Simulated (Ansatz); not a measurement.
Abridged Ansatz (a program for electronic structure) output:

```
Relaxation: its limit of steps is 50 (relax.max_steps)
Pseudopotential: B, paw, valence charge 3
Pseudopotential: P, paw, valence charge 5
Crystal: 2 atoms, lattice volume = 22.356 Å³
Basis set: ecut = 420 eV, 423 PW (Γ), exchange–correlation on 48×48×48 points (8 copies of the dense FFT grid, shifted against one another)
Bands: 8, of which v1, the nominal top of the filled ones, is band 4 counted from 1 (3 counted from 0)
Symmetry: 6 space group operations
k-points: 231 of 2197 (time reversal used)
Functional: x = slater, c = lda
SCF iter   1: F=—  HF=-876.633876 eV  |F-HF|=—  |Δ(HF+E_count)|=         —  Δρ=5.43e-3  dr2=5.00e-3  ethr=1.77e-3  ⟨swp⟩=6.1  Hψ=17161  notcnv=0
SCF iter   2: F=—  HF=-876.632988 eV  |F-HF|=—  |Δ(HF+E_count)|=   8.87e-4  Δρ=2.43e-3  dr2=7.98e-4  ethr=6.25e-5  ⟨swp⟩=2.0  Hψ=4283  notcnv=0
SCF 1 converged in 6 iterations: F = -876.632795 eV  dr2 = 7.47e-8
relax step   1: F+E_penalty+E_count = -876.63279465 eV  Δ(F+E_penalty+E_count) = +0.000e0 eV  max|allowed force component| = 1.193e-1 eV/Å  Δτ_max = 0.0000 Å  P = +2.284 GPa  Ω = 22.356 Å³  fix = [a, b, gamma]  reactions: a +4.137, b +4.137 GPa  (6 SCF iters, dr2 threshold 1.00e-7 eV, accepted)
[... steps on the carried basis left out ...]
relax step   3: F+E_penalty+E_count = -876.63338740 eV  Δ(F+E_penalty+E_count) = -2.076e-4 eV  max|allowed force component| = 1.311e-3 eV/Å  Δτ_max = 0.0015 Å  P = +2.695 GPa  Ω = 22.303 Å³  energy of the carried Pulay correction = +5.908e-5 eV  fix = [a, b, gamma]  reactions: a +4.040, b +4.040 GPa  (4 SCF iters, dr2 threshold 2.00e-7 eV, accepted)
Crystal: 2 atoms, lattice volume = 22.303 Å³
SCF iter   1: F=—  HF=-876.633333 eV  |F-HF|=—  |Δ(HF+E_count)|=         —  Δρ=1.53e-5  dr2=1.98e-8  ethr=1.55e-6  ⟨swp⟩=2.3  Hψ=22119  notcnv=0
SCF iter   2: F=—  HF=-876.633333 eV  |F-HF|=—  |Δ(HF+E_count)|=   8.38e-8  Δρ=7.56e-6  dr2=4.53e-9  ethr=2.48e-10  ⟨swp⟩=2.8  Hψ=3149  notcnv=0
SCF 4 converged in 6 iterations: F = -876.633333 eV  dr2 = 6.47e-15
SCF converged after 6 iterations
Free energy (F): -876.633333 eV
Internal energy: -876.633333 eV  (E = F + TS)
E sigma→0 (E₀):  -876.633333 eV
Entropy (-TS):   -0.000000 eV (-0.000 meV/atom)
Fermi energy:    10.251139 eV
--- Forces (eV/Å), atoms counted from 1 ---
  atom   1  B     -0.00000000    -0.00000000     0.00129975
  atom   2  P      0.00000000     0.00000000    -0.00129974
--- Stress (GPa, compression-positive) ---
        4.038062      -0.000000       0.000000
        0.000000       4.038062       0.000000
        0.000000       0.000000      -0.001431
  P = ⅓ Tr σ = 2.6916 GPa (26.916 kbar)
--- Relaxed structure (3 steps of the walk, 3 accepted, 1 SCFs on fresh bases) ---
  cell:  # Å, volume = 22.3029 Å³
    - [3.1489233163586943, 1.259542890339837e-30, -1.9674301244135982e-19]
    - [1.5744616581793471, 2.7270475865357717, 1.7458476731346368e-11]
    - [1.5744616581793471, -0.9090158621952178, 2.5972017407301]
  atoms:
    - { symbol: B, position: [-0.0006287838746267864, 0.00031439193731339326, 0.0009431758119401796] }
    - { symbol: P, position: [0.5006287838746268, 0.24968560806268653, 0.7490568241880597] }
```

What was computed, and what are the main results?

BP, 2 atoms in the cell, with plane-wave PAW DFT at the LDA level (Ansatz, 420 eV), scalar-relativistic without spin-orbit coupling. The last SCF converged to F = -876.633333 eV, or -438.3167 eV per atom, at a pressure of 2.69 GPa. The total energy compares only with runs of the same code, potentials and settings.

The cells carry an imposed strain or load. Stability against distortions was not tested. The cell was made from BP in the zinc blende structure (space group F-43m, No. 216) by this change: biaxial strain −0.83 %, plane normal [111], relaxed out of plane.

Keys are those of Ansatz 0.2.
